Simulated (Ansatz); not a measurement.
Data:

```yaml
crystal:
  lattice:
    - [-1.70180, 1.70180, 1.70180]
    - [1.70180, -1.70180, 1.70180]
    - [1.70180, 1.70180, -1.70180]
  atoms:
    - { symbol: Nb, position: [0.00000, 0.00000, 0.00000] }
```

No spin polarisation.

Calculations: r2SCAN in Ansatz (plane waves to 500 eV, PAW, without spin-orbit coupling). Settings: 28×28×28 k-points, 0.1 eV Fermi–Dirac smearing.

### Question
Predict the band gap, space group and pressure.

### Answer
The band gap is zero. The space group is Im-3m (No. 229) and the pressure is -13.1 GPa.

The cells carry an imposed strain or load. Stability against distortions was not tested. All final runs are without spin polarisation. The cell was made from Nb in the bcc (W type) structure (space group Im-3m, No. 229) by this change: isotropic strain +3.00 %.

Ansatz is a first-principles code.
